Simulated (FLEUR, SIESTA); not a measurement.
A FLEUR input for a self-consistent single point of Nb3Au (Pm-3n, 8 atoms in the cell) (DFT, PBEsol, all-electron FLAPW (FLEUR), scalar-relativistic valence):

Input of the input generator:

```
Nb3Au FLAPW
&input film=f /
10.0031140626 0.0000000000 0.0000000000
0.0000000000 10.0031140626 0.0000000000
0.0000000000 0.0000000000 10.0031140626
1.0
1.0 1.0 1.0

8
41 0.5000000000 0.2500000000 0.0000000000
41 0.5000000000 0.7500000000 0.0000000000
41 0.2500000000 0.0000000000 0.5000000000
41 0.7500000000 0.0000000000 0.5000000000
41 0.0000000000 0.5000000000 0.2500000000
41 0.0000000000 0.5000000000 0.7500000000
79 0.5000000000 0.5000000000 0.5000000000
79 0.0000000000 0.0000000000 0.0000000000

&comp jspins=1 /
&exco xctyp='PBEs' /
&kpt div1=5 div2=5 div3=5 /
&end /
```

```xml
<?xml version="1.0" encoding="UTF-8" standalone="no"?>
<fleurInput fleurInputVersion="0.39">
   <comment>
      Nb3Au FLAPW                                                                                         
   </comment>
   <calculationSetup>
      <cutoffs Kmax="4.4" Gmax="15.4" GmaxXC="15.4" numbands="0"/>
      <scfLoop itmax="100" minDistance="0.00001" maxIterBroyd="40" imix="Anderson" alpha="0.05" precondParam="0.0" spinf="2.0"/>
      <coreElectrons ctail="T" frcor="F" kcrel="0" coretail_lmax="0"/>
      <xcFunctional name="PBEs" relativisticCorrections="F"/>
      <magnetism jspins="1"/>
      <soc l_soc="F" theta="0.0" phi="0.0" spav="F"/>
      <expertModes spex="0" secvar="F"/>
      <geometryOptimization l_f="T" forcealpha="1.0" forcemix="BFGS" epsdisp="0.00001" epsforce="0.00001"/>
      <ldaU l_linMix="F" mixParam="0.05" spinf="1.0"/>
   </calculationSetup>
   <cell>
      <bzIntegration valenceElectrons="112.0" mode="hist" fermiSmearingEnergy="0.00183747">
         <kPointListSelection listName="default-1"/>
         <!-- k-points included here -->
         <xi:include xmlns:xi="http://www.w3.org/2001/XInclude" href="kpts.xml"> </xi:include>
      </bzIntegration>
      <!-- symmetry operations included here -->
      <xi:include xmlns:xi="http://www.w3.org/2001/XInclude" href="sym.xml"> </xi:include>
      <bulkLattice scale="1.0">
         <bravaisMatrix>
            <row-1>   10.0031140625999999     0.0000000000000000     0.0000000000000000</row-1>
            <row-2>    0.0000000000000000    10.0031140625999999     0.0000000000000000</row-2>
            <row-3>    0.0000000000000000     0.0000000000000000    10.0031140625999999</row-3>
         </bravaisMatrix>
      </bulkLattice>
   </cell>
   <atomSpecies>
      <species name="Niobium (Nb)" element="Nb" atomicNumber="41">
         <mtSphere radius="2.29" gridPoints="807" logIncrement="0.016"/>
         <atomicCutoffs lmax="10" lnonsphr="8"/>
         <electronConfig flipSpins="F">
            <coreConfig>(1s1/2) (2s1/2) (2p1/2) (2p3/2) (3s1/2) (3p1/2) (3p3/2) (3d3/2) (3d5/2)</coreConfig>
            <valenceConfig>(4s1/2) (4p1/2) (4p3/2) (5s1/2) (4d3/2) (4d5/2)</valenceConfig>
            <stateOccupation state="(5s1/2)" spinUp="0.5" spinDown="0.5"/>
            <stateOccupation state="(4d3/2)" spinUp="0.8" spinDown="0.8"/>
            <stateOccupation state="(4d5/2)" spinUp="1.2" spinDown="1.2"/>
         </electronConfig>
         <energyParameters s="5" p="5" d="4" f="4"/>
         <lo type="SCLO" l="0" n="4" eDeriv="0"/>
         <lo type="SCLO" l="1" n="4" eDeriv="0"/>
      </species>
      <species name="Gold (Au)" element="Au" atomicNumber="79">
         <mtSphere radius="2.63" gridPoints="925" logIncrement="0.015"/>
         <atomicCutoffs lmax="10" lnonsphr="8"/>
         <electronConfig flipSpins="F">
            <coreConfig>(1s1/2) (2s1/2) (2p1/2) (2p3/2) (3s1/2) (3p1/2) (3p3/2) (4s1/2) (3d3/2) (3d5/2) (4p1/2) (4p3/2) (5s1/2) (4d3/2) (4d5/2) (4f5/2) (4f7/2)</coreConfig>
            <valenceConfig>(5p1/2) (5p3/2) (6s1/2) (5d3/2) (5d5/2)</valenceConfig>
            <stateOccupation state="(6s1/2)" spinUp="0.5" spinDown="0.5"/>
         </electronConfig>
         <energyParameters s="6" p="6" d="5" f="5"/>
         <lo type="SCLO" l="1" n="5" eDeriv="0"/>
         <lo type="HELO" l="2" n="6" eDeriv="0"/>
      </species>
   </atomSpecies>
   <atomGroups>
      <atomGroup species="Niobium (Nb)">
         <relPos label="                   1">1.000/2.000 1.000/4.000 .0000000000</relPos>
         <relPos label="                   2">1.000/2.000 -1.000/4.000 .0000000000</relPos>
         <relPos label="                   3">1.000/4.000 .0000000000 1.000/2.000</relPos>
         <relPos label="                   4">-1.000/4.000 .0000000000 1.000/2.000</relPos>
         <relPos label="                   5">.0000000000 1.000/2.000 1.000/4.000</relPos>
         <relPos label="                   6">.0000000000 1.000/2.000 -1.000/4.000</relPos>
         <force calculate="T" relaxXYZ="TTT"/>
      </atomGroup>
      <atomGroup species="Gold (Au)">
         <relPos label="                   7">1.000/2.000 1.000/2.000 1.000/2.000</relPos>
         <relPos label="                   8">.0000000000 .0000000000 .0000000000</relPos>
         <force calculate="T" relaxXYZ="TTT"/>
      </atomGroup>
   </atomGroups>
   <output dos="F" band="F" slice="F">
      <checks vchk="F" cdinf="F"/>
      <bandDOS minEnergy="-.5*Htr" maxEnergy="0.5*Htr" sigma="0.015" storeEVData="T"/>
      <vacuumDOS vacdos="F" integ="F" star="F" nstars="0" locx1="0.0" locy1="0.0" locx2="0.0" locy2="0.0" nstm="0" tworkf="0.0"/>
      <unfoldingBand unfoldBand="F" supercellX="1" supercellY="1" supercellZ="1"/>
      <plotting iplot="0" polar="F">
         <plot TwoD="T" vec1="  1.0  0.0  0.0" vec2="  0.0  1.0  0.0" vec3="  0.0  0.0  1.0" zero="  0.0  0.0  0.0" file="plot"/>
      </plotting>
      <chargeDensitySlicing numkpt="0" minEigenval="0.0" maxEigenval="0.0" nnne="0" pallst="F"/>
      <specialOutput eonly="F"/>
      <magneticCircularDichroism mcd="F" energyLo="-10.0" energyUp="0.0"/>
   </output>
  <!-- We include the file relax.xml here to enable relaxations (see documentation) -->
  <xi:include xmlns:xi="http://www.w3.org/2001/XInclude" href="relax.xml"> <xi:fallback/> </xi:include>
</fleurInput>
```

Question: Translate this input to SIESTA.

Answer: One input that does it (others would too):

```
# files in the folder: Nb.psml Au.psml (PseudoDojo PBEsol standard)
SystemName  Nb3Au
SystemLabel Nb3Au

NumberOfAtoms                8
NumberOfSpecies              2
%block ChemicalSpeciesLabel
  1 41 Nb
  2 79 Au
%endblock ChemicalSpeciesLabel
LatticeConstant              1.0 Bohr
%block LatticeVectors
    10.003114063    0.000000000    0.000000000
     0.000000000   10.003114063    0.000000000
     0.000000000    0.000000000   10.003114063
%endblock LatticeVectors
AtomicCoordinatesFormat      ScaledCartesian
%block AtomicCoordinatesAndAtomicSpecies
     5.001557031    2.500778516    0.000000000  1
     5.001557031    7.502335547    0.000000000  1
     2.500778516    0.000000000    5.001557031  1
     7.502335547    0.000000000    5.001557031  1
     0.000000000    5.001557031    2.500778516  1
     0.000000000    5.001557031    7.502335547  1
     5.001557031    5.001557031    5.001557031  2
     0.000000000    0.000000000    0.000000000  2
%endblock AtomicCoordinatesAndAtomicSpecies

XC.functional                GGA
XC.authors                   PBEsol
PAO.BasisSize                DZP
PAO.EnergyShift              0.01 Ry
MeshCutoff                   400 Ry
%block kgrid.MonkhorstPack
    5   0   0  0.0
    0   5   0  0.0
    0   0   5  0.0
%endblock kgrid.MonkhorstPack
OccupationFunction           FD
ElectronicTemperature        50.0 meV

MaxSCFIterations             150
SCF.Mixer.Method             Pulay
SCF.Mixer.Weight             0.1
SCF.Mixer.History            8
SCF.DM.Tolerance             1.0E-04
Diag.ParallelOverK           true
WriteForces                  true
```

Basis, cutoffs, solver keys and any potentials are the target program's own. This input uses DFT, GGA PBEsol, numerical atomic orbitals DZP, PseudoDojo PBEsol standard norm-conserving potentials (rewritten from UPF to PSML).

The starting cell comes from a database of computed structures (which also holds hypothetical and non-ambient phases and stackings), without a prior relaxation at this level. Its lattice was rescaled by a random factor within 2.5 % of one.
